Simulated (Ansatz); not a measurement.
The parent structure is ZrSi$_{2}$ (space group Cmcm, No. 63; a = 3.705 Å, b = 14.795 Å, c = 3.679 Å). Axes: x, y, z lie along a, b, c of the conventional cell.

Level of theory: PBE (Ansatz, a first-principles code), scalar-relativistic without spin-orbit coupling, earlier PAW set.

Now apply this change: uniaxial strain ε_zz = −2.57 %, all other strain components held at zero, atoms relaxed at fixed cell.

**Question.** Estimate the effect on the energy relative to the base.

**Answer.** The energy increases by 10 meV/atom.

**Question.** What does the calculation give for the largest internal atomic displacement after the change?

**Answer.** The largest internal atomic displacement is 0.011 Å.

Without a gap, meshes like the base's 13×13×13 leave anisotropic stresses uncertain by several tenths of a GPa, and small strain energies with them. No phonon test of stability was made. All final runs are without spin polarisation.
